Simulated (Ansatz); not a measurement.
ZnS: stress against strain

ZnS (wurtzite, P6_3mc, 18.586 Å³/atom at rest, c along z) under a strain ε along c (axis z), the other axes held. LDA in Ansatz, a plane-wave DFT program (PAW, default set), 420 eV, 10×10×6 Γ-centred mesh, Fermi-Dirac smearing 0.05 eV; ions are relaxed within the symmetry of each cell. Stress is positive for a compressed cell.

Here s stands for strain and y for stress zz.

| strain (%) | stress zz (GPa) |
|---|---|
| -1.20 | 2.02 |
| -0.60 | 1.00 |
| 0.00 | 0.00 |
| 0.60 | -0.97 |
| 1.20 | -1.92 |
| 3.00 | ? |

The 5 complete rows are fitted with a straight line, y against s. Means: s 0, y 0.026. About the means, the sum of products is -5.9100 and the sum of squares of s is 3.6000; the slope is their ratio. Least squares gives y = 0.026 - 1.6417·s. Residuals (row less fit): 0.024, -0.011, -0.026, -0.011, 0.024; standard error 0.026 (degrees of freedom: 3). The slope gives the elastic constant C33 = 164 ± 1.4 GPa.

**Question.** Estimate the missing y (s = 3.00); what did the run itself give?

**Answer.** y = 0.026 - 1.6417 × 3.0 = -4.899 GPa. The calculation gives -4.66 GPa, 0.239 GPa above the prediction (3.6 % of the range of y in the table). The row lies outside the fitted rows, so this is an extrapolation. From the scatter of the fitted rows alone, a prediction at this place has a standard error of 0.051 GPa, so the miss is 4.7 times that.

One order more, fitted to all 11 runs of the series, follows each within 0.01, so the miss is the next term of a smooth law. ZnS is here the high-temperature form. Rows are the converged runs of the series near zero and its far end; series whose fitted rows scatter by over a few per cent of the range, as at a crossing or softening among them, aren't shown in this form. Most that stay on the fit to the last digits aren't either.
